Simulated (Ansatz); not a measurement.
Input and output of a relaxation of cell and atoms for LaZn (Pm-3m, 2 atoms in the cell) (Ansatz, a first-principles code).

Method of the run: PBEsol, default PAW files made with PBE (plane waves; Ansatz).

The change in words: atoms on their sites; basis.ecutwfc: 420 eV → 355 eV; relax: default → cell and atoms. Reference geometry:
```
LaZn
1.0
    3.76749     0.00000     0.00000
    0.00000     3.76749     0.00000
    0.00000     0.00000     3.76749
La Zn
1 1
Cartesian
  0.00000   0.00000   0.05000
  1.88374   1.88374   1.88374
```

Reference input (self-consistent single point, DFT, PBEsol, plane waves, default PAW files made with PBE): basis.ecutwfc = 420 eV; kpoints.mp_grid.grid = 9 9 9; hamiltonian.xc = pbesol; hamiltonian.pseudopotentials = {kind: paw} (the program's default PAW files); scf.occupations.method = gaussian; scf.occupations.width = 0.1 eV. This run's input differs from it in these lines:

Ansatz 0.2 input:
```diff
@@ -7,6 +7,6 @@
   atoms:
-    - { symbol: La, position_ang: [0.00000000, 0.00000000, 0.04999835] }
+    - { symbol: La, position_ang: [0.00000000, 0.00000000, 0.00000000] }
     - { symbol: Zn, position_ang: [1.88374450, 1.88374450, 1.88374450] }
 basis:
-  ecutwfc: 420.0
+  ecutwfc: 355.0
 kpoints:
@@ -18,2 +18,4 @@
   occupations: { method: gaussian, width: 0.1 }
+relax:
+  cell: {}
 output:
```

The program printed (abridged):

```
   [... SCF lines of the steps left out ...]
relax step   1: F+E_penalty+E_count = -9442.68966151 eV  Δ(F+E_penalty+E_count) = +0.000e0 eV  max|allowed force component| = 2.419e-29 eV/Å  Δτ_max = 0.0000 Å  P = -2.776 GPa  Ω = 53.476 Å³  (6 SCF iters, dr2 threshold 1.00e-7 eV, accepted)
relax step   2: F+E_penalty+E_count = -9442.72223075 eV  Δ(F+E_penalty+E_count) = -3.257e-2 eV  max|allowed force component| = 1.578e-30 eV/Å  Δτ_max = 0.0000 Å  P = +0.505 GPa  Ω = 50.079 Å³  energy of the carried Pulay correction = +6.882e-3 eV  [...]
   [... lines left out ...]
relax step   5: F+E_penalty+E_count = -9442.71829633 eV  Δ(F+E_penalty+E_count) = -4.993e-4 eV  max|allowed force component| = 1.256e-29 eV/Å  Δτ_max = 0.0000 Å  P = +0.000 GPa  Ω = 50.388 Å³  energy of the carried Pulay correction = +3.848e-4 eV  [...]
relax step   6: F+E_penalty+E_count = -9442.71772928 eV  Δ(F+E_penalty+E_count) = +5.671e-4 eV  max|allowed force component| = 2.209e-29 eV/Å  Δτ_max = 0.0000 Å  P = -0.009 GPa  Ω = 50.388 Å³  stress off target by 9.28e-3 GPa  SCF on the basis [...]
basis re-selected at this cell: Δ(F+E_penalty+E_count) = +5.671e-4 eV, ΔP = -0.009 GPa vs the last step
the relaxation is at rest under the 48 symmetry operations that the run kept from its start: a minimum is not shown …
Free energy (F): -9442.717729 eV
Internal energy: -9442.702441 eV  (E = F + TS)
E sigma→0 (E₀):  -9442.710085 eV
Entropy (-TS):   -0.015289 eV (-7.644 meV/atom)
Fermi energy:    11.215328 eV
--- Forces (eV/Å), atoms counted from 1 ---
  atom   1  La    -0.00000000    -0.00000000    -0.00000000
   [... lines left out ...]
  cell:  # Å, volume = 50.3880 Å³
    - [3.693535426564741, 9.629649721936174e-35, 3.851859888774472e-34]
    - [5.456801509097168e-34, 3.693535426564741, 0.0]
    - [1.2839532962581572e-34, 0.0, 3.693535426564741]
  atoms:
    - { symbol: La, position: [-8.51995384896689e-36, 8.519953848877776e-36, 1.703990769789988e-35] }
    - { symbol: Zn, position: [0.49999999999999994, 0.49999999999999994, 0.49999999999999994] }
```

The run converged. 

Summary of the result:
```
Item                                                                                                                 Value
-----------------------------------------------  -------------------------------------------------------------------------
Free energy E − TS (on the zero of these files)                                                              -9442.7177 eV
Fermi level (on the code's own zero)                                                                              11.22 eV
Pressure                                                                                                         -0.01 GPa
Final cell                                       a = 3.694 Å, b = 3.694 Å, c = 3.694 Å, α = 90.00°, β = 90.00°, γ = 90.00°
Final volume per atom                                                                                             25.19 Å³
Relaxation steps                                                                                                         6
```

The starting cell comes from a database of computed structures (which also holds hypothetical and non-ambient phases and stackings), without a prior relaxation at this level. Its lattice was rescaled by up to half a per cent. The relaxation keeps the symmetry of its start, so its end need not be a minimum. Ansatz's pressure includes its estimate of the finite-basis (Pulay) stress. The cutoff lies below the one recommended for these files.
